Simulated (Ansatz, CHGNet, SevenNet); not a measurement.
# Si3N4 (P6₃/m, No. 176): properties by level of theory

```tsv
level (code)	lattice constant a (Å)	c axis length (Å)
CHGNet 0.3.0	7.669	2.927
SevenNet-0	7.660	2.929
LDA (Ansatz)	7.574	2.891
PBE-D3(BJ) (Ansatz)	7.619	2.911
```

Ansatz's density-functional and Hartree–Fock values are scalar-relativistic unless marked +SOC, with PAW data made under PBE.

Static lattice: no zero-point or thermal effects.

Ansatz is an electronic-structure program.
